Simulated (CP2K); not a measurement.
Band structure of MgAu3 (Pm-3m, 4 atoms in the cell).

```yaml
crystal:
  lattice:
    - [4.10653, 0.00000, 0.00000]
    - [0.00000, 4.10653, 0.00000]
    - [0.00000, 0.00000, 4.10653]
  atoms:
    - { symbol: Mg, position: [0.00000, 0.00000, 0.00000] }
    - { symbol: Au, position: [0.50000, 0.50000, 0.00000] }
    - { symbol: Au, position: [0.00000, 0.50000, 0.50000] }
    - { symbol: Au, position: [0.50000, 0.00000, 0.50000] }
```

Computed with PBEsol, GPW, TZVP-MOLOPT-SR-GTH basis, GTH-PBE potentials (GTH_POTENTIALS) in CP2K.

Settings: CUTOFF = 500 Ry; REL_CUTOFF = 50 Ry; SMEAR/METHOD = FERMI_DIRAC; ELECTRONIC_TEMPERATURE = 1160.45 K; KPOINTS/SCHEME = MONKHORST-PACK 6 6 6; GAMMA_CENTERED = T; XC_FUNCTIONAL = PBE:PBESOL; Mg/BASIS_SET = TZVP-MOLOPT-SR-GTH-q2; Mg/POTENTIAL = GTH-PBE-q2; Au/BASIS_SET = TZVP-MOLOPT-SR-GTH-q11; Au/POTENTIAL = GTH-PBE-q11; METHOD = GPW; EPS_DEFAULT = 1e-10; EXTRAPOLATION = USE_GUESS.

The starting cell comes from a database of computed structures (which also holds hypothetical and non-ambient phases and stackings), without a prior relaxation at this level. Spin-orbit coupling is off. Values carry the incompleteness of an atom-centred basis. The potentials were made for another functional than the one used.

Levels in eV from the Fermi level, bands 14 to 19:
```csv
point,14,15,16,17,18,19
Γ,-2.06,-2.06,-2.06,0.47,0.47,0.47
X,-3.87,-3.74,-3.03,-2.06,4.37,4.43
M,-3.70,-3.60,-3.57,-1.58,-0.75,-0.75
R,-2.40,-2.40,-1.60,-1.60,-1.60,-1.20
```

Bands cross the Fermi level along this path, so the cell is metallic at this level.

Higher empty bands are left out: an atom-centred basis made for the valence describes them poorly.
